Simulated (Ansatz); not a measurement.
The starting structures come from a database of crystals and need not be the phases stable at ambient conditions.

 Where the default PAW files enter, the runs use the earlier of Ansatz's two default sets.

Inside the gap of an insulator the Bloch states are evanescent, with a wavenumber k + iκ along the transport direction.

Here is the system:

```xyz
6
Lattice="5.0207 0.0000 0.0000 0.0000 5.0207 0.0000 2.5104 -2.5104 3.6891" Properties=species:S:1:pos:R:3 pbc="T T T"
Al     0.0000     0.0000     0.0000
P      2.5104     0.0000     1.8445
O      2.0364     1.1574     2.7121
O      3.6678     0.4740     0.9770
O      2.9843    -1.1574     2.7121
O      1.3529    -0.4740     0.9770
```

Space group of this cell: I-4. The cell is taken as given; by PBEsol its mean pressure is 3.0 GPa.

Transport runs along the normal of the first two printed cell vectors, the (001) plane of the conventional cell.

The gap is the functional's own, uncorrected, and κ follows it; spin-orbit coupling is left out. Mid-gap values are interpolated between the computed energies.

Estimate the band gap and the smallest decay constant κ at mid-gap that PBEsol (Ansatz, a program for electronic structure) returns for this system.

Gap 5.84 eV on a 8×8×8 mesh; κ = 0.539 1/Å, at the zone centre.
